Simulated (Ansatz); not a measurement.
**A computed series for TiO2: response to strain**

Consider TiO$_{2}$ in the anatase structure (space group I4_1/amd, No. 141; a = 3.778 Å, c = 9.589 Å). Axes: x, y, z lie along a, b, c of the conventional cell.

Strains are applied to the cell and any free atomic positions relax; under biaxial strain the out-of-plane vector relaxes too; under stress the whole cell relaxes.

Computed with plane-wave PAW DFT at the r2SCAN level (Ansatz, a program for electronic structure, 500 eV), without spin-orbit coupling, earlier PAW set.

Candidates:
(a) uniaxial strain ε_xx = +1.37 %
(b) biaxial strain −4.23 %, plane normal [001], relaxed out of plane
(c) uniaxial strain ε_xx = +5.27 %
(d) uniaxial strain ε_xx = +3.72 %
(e) uniaxial stress, 1 GPa compression along x

Notes on the quantities. energy relative to the base: free energy F.

Problem. Order them by energy relative to the base, lowest first.

Solution. (e) uniaxial stress, 1 GPa compression along x (+0.1 meV/atom), (a) uniaxial strain ε_xx = +1.37 % (+2.3 meV/atom), (d) uniaxial strain ε_xx = +3.72 % (+16 meV/atom), (c) uniaxial strain ε_xx = +5.27 % (+30 meV/atom), (b) biaxial strain −4.23 %, plane normal [001], relaxed out of plane (+37 meV/atom)

Beyond what the load breaks, stability against distortions was not tested. The final runs are not spin-polarised.
